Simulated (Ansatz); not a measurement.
Data:

End structure of Cl on the 1x1 (111) surface of fcc Cu, one in a 3x3 cell, started at the site 'hollow Cu-Cu-Cu over Cu at depth 2.1 Å':

```xyz
37
Lattice="7.7004 0.0000 0.0000 -3.8502 6.6687 0.0000 0.0000 0.0000 25.5000" Properties=species:S:1:pos:R:3 pbc="T T T"
Cu     0.0000     1.4819     9.6433
Cu    -1.2834     3.7049     9.6433
Cu    -2.5668     5.9278     9.6433
Cu     2.5668     1.4819     9.6433
Cu     1.2834     3.7049     9.6433
Cu     0.0000     5.9278     9.6433
Cu     5.1336     1.4819     9.6433
Cu     3.8502     3.7049     9.6433
Cu     2.5668     5.9278     9.6433
Cu     1.2834     0.7410    11.7147
Cu     0.0000     2.9639    11.7147
Cu    -1.2834     5.1868    11.7147
Cu     3.8502     0.7410    11.7147
Cu     2.5668     2.9639    11.7147
Cu     1.2834     5.1868    11.7147
Cu     6.4170     0.7410    11.7147
Cu     5.1336     2.9639    11.7147
Cu     3.8502     5.1868    11.7147
Cu     0.0000     0.0000    13.8088
Cu    -1.2714     2.2130    13.7950
Cu    -2.5694     4.4612    13.7950
Cu     2.5522    -0.0054    13.7950
Cu     1.2714     2.2130    13.7950
Cu     0.0000     4.4458    13.7680
Cu     5.1482    -0.0054    13.7950
Cu     3.8502     2.2229    13.7592
Cu     2.5694     4.4612    13.7950
Cu     0.0000     1.5200    15.9105
Cu    -1.2777     3.7082    15.8385
Cu    -2.5338     5.9087    15.9105
Cu     2.5900     1.4954    15.8267
Cu     1.2777     3.7082    15.8385
Cu     0.0000     5.9212    15.8385
Cu     5.1104     1.4954    15.8267
Cu     3.8502     3.6780    15.8267
Cu     2.5338     5.9087    15.9105
Cl     0.0000     0.0000    17.7636
```

Set-up: 37 atoms, 6.2 Å thick at the start under the adsorbate (thin: gaps and levels are the slab's own); mesh 4x4x1; 0.1 eV smearing; dipole correction on; 18 atoms held, the rest relaxed; start symmetry kept, larger cells not searched; no spin, no spin-orbit, no U, no dispersion correction. At the end it is bonded to 3 Cu. In PBE it is, or lies within 0.03 eV of, the lowest of the starts that converged.

A negative adsorption energy means that the adsorbate is more stable on the surface than in its reference.

Predict the work function of the top face from PBE (Ansatz, a program for electronic structure).

5.01 eV

What change of the work function does PBE give?

0.23 eV

Predict the adsorption energy against ½ Cl2(g) from PBE.

-1.76 eV

Predict the change of the step from the bottom to the top vacuum level, against the clean slab from PBE.

0.20 eV
